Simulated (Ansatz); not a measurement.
The starting structures come from a database of crystals and need not be the phases stable at ambient conditions.

Data:

```xyz
2
Lattice="3.4438 0.0000 0.0000 -1.7219 2.9824 0.0000 1.7219 -0.9941 2.8119" Properties=species:S:1:pos:R:3 pbc="T T T"
Be     0.0000     0.0000     0.0000
S      3.4438     0.0000     2.1089
```

Space group of this cell: F-43m, zinc blende. The cell is taken as given.

The current runs along the normal of the first two printed vectors, the (111) plane. All runs by Ansatz (a first-principles code), plane waves and PAW, without spin-orbit coupling; the base is r2SCAN.

```csv
run,mean pressure (GPa),gap (eV),mid-gap κ (1/Å)
base,-0.1,3.59,0.257
all lengths scaled by 0.98,6.5,3.45,0.254
all lengths scaled by 1.02,-5.3,3.71,0.259
lda in place of r2scan,-4.3,…,…
"lengths across the current scaled by 0.98, ions clamped",4.2,…,…
"lengths across the current scaled by 1.02, ions clamped",-3.6,…,…
"lengths along the current scaled by 0.97, ions clamped",3.2,3.43,0.270
"lengths along the current scaled by 1.03, ions clamped",-2.7,3.60,0.247
pbesol in place of r2scan,-1.9,2.95,0.233
```

### Question
What belongs in the gaps?

### Answer

- lda in place of r2scan, gap (eV): 2.92
- lda in place of r2scan, mid-gap κ (1/Å): 0.232
- lengths across the current scaled by 0.98, ions clamped, gap (eV): 3.46
- lengths across the current scaled by 0.98, ions clamped, mid-gap κ (1/Å): 0.248
- lengths across the current scaled by 1.02, ions clamped, gap (eV): 3.62
- lengths across the current scaled by 1.02, ions clamped, mid-gap κ (1/Å): 0.268
